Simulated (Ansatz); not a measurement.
**RuIr3 (model structure, started from the A15 type, Pm-3n, No. 223, 8 atoms in the cell)**

Method: PBEsol (Ansatz, an electronic-structure program, plane waves, PAW).

Numerical settings: plane-wave cutoff 520 eV, 12×12×12 k mesh, Fermi–Dirac smearing 0.05 eV, no spin polarisation, scalar-relativistic PAW data made under PBE.

Cell (relaxed at this level):

Ir$_{3}$Ru is modelled in the cubic space group Pm-3n (No. 223), the A15 (Cr3Si type) structure, Pearson symbol cP8. Conventional cell: a = 4.8673 Å, b = 4.8673 Å, c = 4.8673 Å, α = 90.00°, β = 90.00°, γ = 90.00°. Ir on 6c sees 2 Ir at 2.434 Å and 8 Ir at 2.981 Å and 4 Ru at 2.721 Å. Ru on 2a is coordinated by 12 Ir at 2.721 Å. (Neighbours: up to the widest gap in distance over summed covalent radii, below 1.35, at either atom.)

```
Item              Result
---------------  -------
bulk modulus B0  340 GPa
```

Note: the run has no spin polarisation, so it can have missed a magnetic state; the bulk modulus is −V dP/dV from two relaxed cells at ±2 % in volume; the relaxation could raise the start's symmetry but not lower it, so the cell can be a saddle point.

Spin–orbit coupling is not included.

Static lattice: no zero-point or thermal effects.

A model structure was made by putting elements into a prototype or built by hand; it is no filed structure, need not be a known phase, and can be a saddle point held by its symmetry.
